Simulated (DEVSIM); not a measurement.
System: Mo/SiO2/p-Ge capacitor, at 250 K.

Layer 1 from the left is SiO2, thickness (nm) 1.30. Layer 2 from the left is Ge, thickness (nm) 540, Na (cm⁻³) 1.2e18.

Metal gate on the left, work function 4.6 eV. Fixed charge at the semiconductor interface 0 cm⁻² (in units of +e); no interface traps.

The device is made up for the run: typed textbook-type constants, with dimensions and the other settings drawn at random. Values at 300 K; Nc and Nv go as T^1.5, mobilities as T to minus their exponent, the gap by Varshni's rule with the affinity fixed.

SiO2: gap (eV) 9, affinity (eV) 0.9, permittivity 3.9. Ge: gap (eV) 0.664, affinity (eV) 4, permittivity 16, Nc (cm⁻³) 1.04e19, Nv (cm⁻³) 6e18, Varshni α (eV/K) 0.000477, Varshni β (K) 235.

**Question.** Estimate by hand the flat-band voltage, the threshold voltage, and compare with a numerical solution.

**Answer.** 
- Flat-band voltage: C = 2.66 μF/cm², work-function difference -0.054 V; VFB = φms − qNf/C = -0.05 V; numerical -0.05 V.
- Threshold voltage: φF = 0.307 V, depletion charge √(4εqNφF) = 5.78e-7 C/cm²; VT = VFB + 2φF + Qd/C = 0.78 V; numerical 0.78 V.

DEVSIM, 1D Poisson equation in equilibrium, Boltzmann statistics, complete ionisation; no quantum confinement or tunnelling. Metal contacts follow the ideal Schottky-Mott rule: no Fermi-level pinning, no interface dipoles.
